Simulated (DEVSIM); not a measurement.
Device: Pd/AlN/p-Si capacitor, at 300 K.

Layer 1 from the left is AlN, thickness (nm) 24.0. Layer 2 from the left is Si, thickness (nm) 8400, Na (cm⁻³) 4.7e15.

Metal gate on the left, work function 5.2 eV. Fixed charge at the semiconductor interface 2e12 cm⁻² (in units of +e); no interface traps.

This is a model device: material constants are rounded textbook-type values typed into the input, and sizes, dopings and lifetimes were drawn at random. Values at 300 K.

AlN: gap (eV) 6.1, affinity (eV) 1.9, permittivity 8.5. Si: gap (eV) 1.124, affinity (eV) 4.05, permittivity 11.7, Nc (cm⁻³) 2.86e19, Nv (cm⁻³) 3.1e19.

Problem. Estimate by hand the flat-band voltage, the threshold voltage, and compare with a numerical solution.

Solution. 
- Flat-band voltage: C = 0.314 μF/cm², work-function difference 0.253 V; VFB = φms − qNf/C = -0.77 V; numerical -0.77 V.
- Threshold voltage: φF = 0.336 V, depletion charge √(4εqNφF) = 3.24e-8 C/cm²; VT = VFB + 2φF + Qd/C = 0.01 V; numerical 0.01 V.

Simulated with DEVSIM: 1D Poisson equation in equilibrium, Boltzmann statistics, complete ionisation; no quantum confinement or tunnelling. Metal contacts follow the ideal Schottky-Mott rule: no Fermi-level pinning, no interface dipoles.
